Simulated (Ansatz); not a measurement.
**How far to go with the k-point mesh: K2Pd (P4mm, 3 atoms in the cell)**

```
CELL_PARAMETERS angstrom
      5.68409     0.00000     0.00000
      0.00000     5.68409     0.00000
      0.00000     0.00000     3.67632
ATOMIC_POSITIONS crystal
  K  0.00000 0.50000 0.50000
  K  0.50000 0.00000 0.50000
  Pd 0.00000 0.00000 0.01360
```

Method of the run: PBEsol, default PAW files made with PBE (plane waves; Ansatz, an electronic-structure program).

Base settings: basis.ecutwfc = 420 eV; kpoints.mp_grid.grid = 6 6 9; hamiltonian.xc = pbesol; hamiltonian.pseudopotentials = {kind: paw} (the program's default PAW files); scf.occupations.method = fermi_dirac; scf.occupations.width = 0.1 eV.

The second cell is the first with its lattice scaled by 0.98.

Only quantities that move along the ladder and can be compared are tabulated.

The count of work is k-points × plane waves × bands × iterations; it is no time. Core times come from one kind of shared machine, to one figure; runs under 30 s give none.

The starting cell comes from a database of computed structures (which also holds hypothetical and non-ambient phases and stackings), without a prior relaxation at this level. Its lattice was rescaled by up to half a per cent. One atom was moved a little off its site on purpose. Spin polarisation is off. Ansatz's pressure includes its estimate of the finite-basis (Pulay) stress.

Steps (kpoints.mp_grid.grid): 1 1 2; 2 2 2; 2 2 3; 3 3 4; 3 3 5; 4 4 5; 4 4 6; 5 5 7; 5 5 8; 6 6 9; 6 6 10; 7 7 11; 8 8 12; 9 9 13; 9 9 14; 10 10 16; 11 11 18; 13 13 19; 14 14 21; 16 16 24; 17 17 26; 19 19 29.

Q: What is the coarsest kpoints.mp_grid.grid that holds the pressure within 0.05 GPa of the last step, with all finer ones?

A: 5 5 7, at 0.029 of the last step's count of work; the step before is off by 0.07 GPa.

Q: What is the coarsest kpoints.mp_grid.grid that holds the forces within 0.005 eV/Å of the last step, with all finer ones?

A: 2 2 3, at 0.0073 of the last step's count of work; the step before is off by 0.006 eV/Å.

Q: What is the coarsest kpoints.mp_grid.grid that holds the energy of the compressed cell less the first within 0.2 meV/atom of the last step, with all finer ones?

A: 5 5 8, at 0.036 of the last step's count of work; the step before is off by 0.51 meV/atom.

| kpoints.mp_grid.grid | free energy less the last step's (meV/atom) | energy of the compressed cell less the first (meV/atom) | pressure (GPa) | largest difference of a force vector from the last step's (eV/Å) | count of work / last | core time / last (rough) |
|---|---|---|---|---|---|---|
| 1 1 2 | 26.63 | -8.01 | -0.77 | 0.023 | 0.0035 | – |
| 2 2 2 | 88.69 | -6.19 | -0.72 | 0.006 | 0.0083 | – |
| 2 2 3 | 12.06 | -8.73 | -0.91 | 0.000 | 0.0073 | – |
| 3 3 4 | 11.25 | -10.18 | -0.99 | 0.002 | 0.012 | – |
| 3 3 5 | 25.09 | -8.51 | -0.89 | 0.001 | 0.011 | – |
| 4 4 5 | 12.29 | -8.99 | -0.92 | 0.000 | 0.022 | – |
| 4 4 6 | -13.93 | -11.05 | -1.06 | 0.001 | 0.025 | – |
| 5 5 7 | 6.31 | -9.58 | -0.96 | 0.001 | 0.029 | – |
| 5 5 8 | -2.57 | -10.11 | -1.00 | 0.000 | 0.036 | – |
| 6 6 9 | 1.94 | -10.05 | -0.99 | 0.001 | 0.061 | – |
| 6 6 10 | 0.88 | -9.93 | -0.98 | 0.000 | 0.073 | – |
| 7 7 11 | -0.62 | -10.23 | -1.00 | 0.000 | 0.073 | – |
| 8 8 12 | 0.41 | -9.99 | -0.99 | 0.000 | 0.13 | – |
| 9 9 13 | -0.27 | -10.14 | -1.00 | 0.000 | 0.13 | – |
| 9 9 14 | 0.28 | -10.06 | -0.99 | 0.000 | 0.15 | – |
| 10 10 16 | 0.01 | -10.11 | -1.00 | 0.000 | 0.23 | 0.3 |
| 11 11 18 | -0.04 | -10.10 | -1.00 | 0.000 | 0.25 | 0.4 |
| 13 13 19 | 0.00 | -10.09 | -0.99 | 0.000 | 0.34 | 0.4 |
| 14 14 21 | -0.02 | -10.10 | -0.99 | 0.000 | 0.48 | 0.6 |
| 16 16 24 | 0.01 | -10.09 | -0.99 | 0.000 | 0.71 | 1 |
| 17 17 26 | -0.01 | -10.09 | -0.99 | 0.000 | 0.76 | 0.9 |
| 19 19 29 | 0.00 | -10.09 | -0.99 | 0.000 | 1.0 | 1 |

The energy difference between the two cells stays within 1 meV/atom of the last step's from 4 4 6 on, the total only from 6 6 10 on: much of the error is common to both cells and cancels.

Two neighbours can agree and both be off: 2 2 3 and 3 3 4 differ by 0.81 meV/atom in the free energy, yet lie about 11 meV/atom from the last step.

Keys are those of Ansatz 0.2.
